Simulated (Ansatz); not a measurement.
1T (CdI2-type) MgI2 was calculated with r²SCAN+rVV10 (Ansatz, a first-principles code, plane waves, PAW).

Numerical settings: plane-wave cutoff 600 eV, 12×12×6 k mesh (along the axes of the cell as run), scalar-relativistic PAW data made under PBE.

Computed at the level's own relaxed cell.

```
MgI2
1.0
    4.15386     0.00000     0.00000
   -2.07693     3.59735     0.00000
    0.00000     0.00000     6.87872
Mg I
1 2
Direct
  0.00000   0.00000   0.00000
  0.33333   0.66667   0.24259
  0.66667   0.33333   0.75741
```

Problem. Give the elastic tensor (Voigt notation, GPa, ions relaxed, in the Cartesian axes of the cell as printed).

Solution. 
```
   50.7    14.7     6.5    -1.2     0.0     0.0
   14.7    50.7     6.5     1.2     0.0     0.0
    6.5     6.5    22.4     0.0     0.0     0.0
   -1.2     1.2     0.0     5.7     0.0     0.0
    0.0     0.0     0.0     0.0     5.7    -1.2
    0.0     0.0     0.0     0.0    -1.2    18.0
```

Static lattice: no zero-point or thermal effects.
